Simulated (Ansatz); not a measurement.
The reference is As (space group Cmce, No. 64; a = 3.6558 Å, b = 11.1273 Å, c = 4.6275 Å; layered, stacked along the Cartesian y axis). Axes: x, y, z lie along a, b, c of the conventional cell.

Method: r2SCAN+rVV10 (Ansatz, a first-principles code, PAW, no spin-orbit coupling).

For the base:

The pressure is 0.0 GPa and the shortest interatomic distance is 2.473 Å.

Perturbation: biaxial strain +1.24 %, plane normal [001], relaxed out of plane (Cartesian); in-plane vectors clamped, the third vector and the atoms free.

Problem. How does this affect the pressure and shortest interatomic distance?

Solution. The pressure (mean of the normal stresses, compression positive) goes from zero to -0.6 GPa; the shortest interatomic distance remains 2.473 Å.

Stability against distortions was not tested. Gaps under 0.05 eV, about the width of the smearing, are given as zero. This is not the structure that As has at room temperature and ambient pressure.
